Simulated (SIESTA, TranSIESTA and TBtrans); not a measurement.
Run with TranSIESTA and TBtrans (open boundaries, self-consistent; PseudoDojo norm-conserving potentials, scalar-relativistic): Spin polarized, PAO.BasisSize DZP, PAO.EnergyShift 0.15 eV, XC.Authors PBE, Mesh.Cutoff 200 Ry, ElectronicTemperature 300 K, TS.Voltage 0.0 eV, TBT.Elecs.Eta 0.001 eV.

Device: Rh chain with a Cl atom beside one bond. Leads: straight Rh chain, spacing 2.3 Å. Geometry: as built, not relaxed.

Task: Give the largest eigenchannel transmissions at the Fermi level (four at most) and the total.

Result: Up: 1.00, 0.99, 0.95, 0.0030 (total 2.94); down: 0.99, 0.98, 0.95, 0.93 (total 3.88). The magnetic order of the leads was set by the start, and no other order was tried; the separate lead runs end at 0.62 (left) and 0.62 (right) μB an atom. The straight chain is held at its spacing; free chains may zigzag or dimerise.
